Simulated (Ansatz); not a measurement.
The parent structure is Ga$_{2}$O$_{3}$ (space group C2/m, No. 12; a = 12.2547 Å, b = 3.0389 Å, c = 5.8078 Å, α = 90.00°, β = 103.81°, γ = 90.00°).

Level of theory: Ansatz (an electronic-structure program), r2SCAN, PAW, cutoff 500 eV, no spin-orbit coupling, earlier PAW set.

Before the change:

The band gap comes out as 3.03 eV, the volume per atom is 10.50 Å³ and the smallest direct gap comes out as 3.07 eV.

The change: a negative pressure, −2 GPa.

Question: What does the calculation give for the band gap after the change?

Answer: The band gap falls by 0.09 eV, from 3.03 eV to 2.94 eV.

Question: Predict the new volume per atom.

Answer: The volume per atom increases by 0.12 Å³, from 10.50 Å³ to 10.62 Å³.

Question: What does the calculation give for the smallest direct gap after the change?

Answer: The smallest direct gap shrinks by 0.094 eV (3.07 eV → 2.97 eV).

Load acts through the strain it causes; cell and atoms are relaxed under it. Stability against distortions was not tested.
